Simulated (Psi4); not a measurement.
Psi4 1.11, CCSD(T)/cc-pvdz, cc_type df, scf_type df, freeze_core True: Ge(Br)2 ([Br][Ge][Br]), 3 atoms. The geometry is a generated start, not checked to be a minimum at this level.

| Item | Value |
|---|---|
| task | energy |
| basis | cc-pvdz |
| memory | 7 GB |
| scf_type | df |
| freeze_core | true |
| guess | auto, which took SAD (default) |
| diis_max_vecs | 10 (default) |
| scf_initial_accelerator | adiis (default) |
| e_convergence | 1e-08 (default) |
| d_convergence | 1e-08 (default) |
| basis functions (reference run) | 81 |

```xyz
3

Ge     0.0300     0.0180     1.0053
Br     1.0043    -1.5111    -0.5094
Br    -1.0343     1.4931    -0.4959
```

Yardstick: the run with method = ccsd(t), cc_type = df, which is not proven converged either. One run each, on a shared machine, so no times are given.

Settings tried, all else as in the reference:
- method = dlpno-ccsd(t0), pno_convergence = loose
- method = dlpno-ccsd(t0), pno_convergence = normal
- method = dlpno-ccsd(t), pno_convergence = loose
- method = dlpno-ccsd(t), pno_convergence = normal
- method = dlpno-ccsd(t), pno_convergence = tight
- method = dlpno-ccsd(t0), pno_convergence = tight

Problem. Which settings reproduce the reference to 10 meV/atom in energy?

Solution. Within it: method = dlpno-ccsd(t), pno_convergence = tight. Outside: method = dlpno-ccsd(t), pno_convergence = normal; method = dlpno-ccsd(t0), pno_convergence = tight; method = dlpno-ccsd(t0), pno_convergence = normal; method = dlpno-ccsd(t), pno_convergence = loose; method = dlpno-ccsd(t0), pno_convergence = loose.

```tsv
setting	energy against the reference
method = dlpno-ccsd(t), pno_convergence = tight	+4.5 meV/atom
method = dlpno-ccsd(t), pno_convergence = normal	+13 meV/atom
method = dlpno-ccsd(t0), pno_convergence = tight	+14 meV/atom
method = dlpno-ccsd(t0), pno_convergence = normal	+22 meV/atom
method = dlpno-ccsd(t), pno_convergence = loose	+81 meV/atom
method = dlpno-ccsd(t0), pno_convergence = loose	+83 meV/atom
```

Total energies are compared; such shifts often cancel in part in energy differences. (T0) leaves out the off-diagonal Fock couplings of the triples. The tolerance is a choice made for this comparison.
